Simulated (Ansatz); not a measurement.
Electronic density of states of amorphous Hf₁₈O₃₉Ga₂, density 8.70 g/cm³, on a 2×2×2 Γ-centred mesh with a Gaussian width of 0.1 eV; energies count from the Fermi level, whose place inside the gap is arbitrary. Cell and mesh are small, so fine structure isn't converged. All values below come from PBE, scalar-relativistic without spin-orbit coupling (plane waves to 420 eV, PAW; Ansatz, an electronic-structure program). Sampling: a 2×2×2 Γ-centred mesh; Fermi-Dirac width 0.02 eV; no spin polarisation.

A CHGNet melt-quench gave the starting glass, which DFT then relaxed. O atoms were pushed apart under 1.9 Å during the dynamics, to hinder bonds among them. The hot cell started wider than the set density and was brought back towards it in steps. It is the lowest in DFT energy of 2 quenches. It is a model cell: composition and starting density were chosen by hand, and all elements were melted together. No dispersion term was used. Its density started from a set value of 8.70 and ended at 8.70 g/cm³. The quench (nominally 300 K/ps over its main leg) was far faster than any real one, so the model tends to hold more defects than a real film. A cell of this size samples the disorder only roughly. The volume was held where the preparation left it and the shape relaxed, at a PBE pressure of -2.3 GPa (tension). Stress components on the final sampling reach 2.4 GPa.

(E - EF (eV), states/(eV atom)): (-12.00, 2.28); (-11.90, 1.38); (-11.80, 0.58); (-11.70, 0.06); (-11.60, 0.00); (-11.50, 0.00); (-11.40, 0.00); (-11.30, 0.00); (-11.20, 0.00); (-11.10, 0.00); (-11.00, 0.00); (-10.90, 0.00); (-10.80, 0.00); (-10.70, 0.00); (-10.60, 0.00); (-10.50, 0.00); (-10.40, 0.00); (-10.30, 0.00); (-10.20, 0.00); (-10.10, 0.00); (-10.00, 0.00); (-9.90, 0.00); (-9.80, 0.00); (-9.70, 0.00); (-9.60, 0.00); (-9.50, 0.00); (-9.40, 0.00); (-9.30, 0.00); (-9.20, 0.00); (-9.10, 0.00); (-9.00, 0.00); (-8.90, 0.00); (-8.80, 0.00); (-8.70, 0.00); (-8.60, 0.00); (-8.50, 0.00); (-8.40, 0.00); (-8.30, 0.00); (-8.20, 0.00); (-8.10, 0.00); (-8.00, 0.01); (-7.90, 0.08); (-7.80, 0.16); (-7.70, 0.09); (-7.60, 0.08); (-7.50, 0.17); (-7.40, 0.09); (-7.30, 0.01); (-7.20, 0.01); (-7.10, 0.03); (-7.00, 0.10); (-6.90, 0.24); (-6.80, 0.35); (-6.70, 0.46); (-6.60, 0.50); (-6.50, 0.48); (-6.40, 0.53); (-6.30, 0.65); (-6.20, 0.66); (-6.10, 0.67); (-6.00, 0.73); (-5.90, 0.73); (-5.80, 0.78); (-5.70, 0.83); (-5.60, 0.81); (-5.50, 0.79); (-5.40, 0.79); (-5.30, 0.81); (-5.20, 0.82); (-5.10, 0.84); (-5.00, 0.80); (-4.90, 0.82); (-4.80, 0.82); (-4.70, 0.77); (-4.60, 0.79); (-4.50, 0.78); (-4.40, 0.84); (-4.30, 0.87); (-4.20, 0.89); (-4.10, 0.87); (-4.00, 0.87); (-3.90, 0.88); (-3.80, 0.92); (-3.70, 0.87); (-3.60, 0.91); (-3.50, 0.96); (-3.40, 0.99); (-3.30, 0.94); (-3.20, 0.93); (-3.10, 0.96); (-3.00, 0.92); (-2.90, 0.96); (-2.80, 0.94); (-2.70, 0.89); (-2.60, 0.86); (-2.50, 0.85); (-2.40, 0.85); (-2.30, 0.69); (-2.20, 0.65); (-2.10, 0.60); (-2.00, 0.44); (-1.90, 0.21); (-1.80, 0.04); (-1.70, 0.00); (-1.60, 0.00); (-1.50, 0.00); (-1.40, 0.00); (-1.30, 0.00); (-1.20, 0.00); (-1.10, 0.00); (-1.00, 0.00); (-0.90, 0.00); (-0.80, 0.00); (-0.70, 0.00); (-0.60, 0.00); (-0.50, 0.00); (-0.40, 0.00); (-0.30, 0.00); (-0.20, 0.00); (-0.10, 0.00); (0.00, 0.00); (0.10, 0.00); (0.20, 0.00); (0.30, 0.00); (0.40, 0.00); (0.50, 0.00); (0.60, 0.00); (0.70, 0.00); (0.80, 0.00); (0.90, 0.00); (1.00, 0.00); (1.10, 0.00); (1.20, 0.00); (1.30, 0.00); (1.40, 0.00); (1.50, 0.00); (1.60, 0.00); (1.70, 0.00); (1.80, 0.01); (1.90, 0.02); (2.00, 0.05); (2.10, 0.15); (2.20, 0.19); (2.30, 0.24); (2.40, 0.36); (2.50, 0.45); (2.60, 0.49); (2.70, 0.44); (2.80, 0.53); (2.90, 0.60); (3.00, 0.58); (3.10, 0.59); (3.20, 0.69); (3.30, 0.72); (3.40, 0.65); (3.50, 0.63); (3.60, 0.70); (3.70, 0.75); (3.80, 0.77); (3.90, 0.74); (4.00, 0.73); (4.10, 0.75); (4.20, 0.63); (4.30, 0.64); (4.40, 0.71); (4.50, 0.69); (4.60, 0.68); (4.70, 0.57); (4.80, 0.56); (4.90, 0.67); (5.00, 0.59)

The gap on this mesh is 3.80 eV; the broadening fills part of it in the curve.
